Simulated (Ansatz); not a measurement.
## TiO2: O → C

Base system: TiO2 in the rutile structure (space group P4_2/mnm, No. 136; a = 4.643 Å, c = 2.964 Å).

Modification: C takes the place of O on all its sites; the structure is relaxed again.

Level of theory: PBE (Ansatz, an electronic-structure program; PAW; 420 eV plane waves; without spin-orbit coupling). Settings: 10×10×15 k-points, 0.05 eV Fermi–Dirac smearing, for the changed cell.

The volume per atom grows by 2.18 Å³, from 10.65 Å³ to 12.83 Å³ and the density drops by 1.05 g/cm³ to 3.10 g/cm³. The lattice parameter a increases by 0.336 Å (4.643 Å → 4.979 Å) and the c/a ratio shrinks by 0.015 to 0.623. The shortest interatomic distance increases by 0.116 Å to 2.074 Å and the band gap changes from 1.86 eV to zero.

No phonon test of stability was made. As relaxed here, TiC2 is a hypothetical phase, not in the database extracts checked. The final runs are not spin-polarised. TiC2 has a high density of states at the Fermi level and may be magnetic at this level.
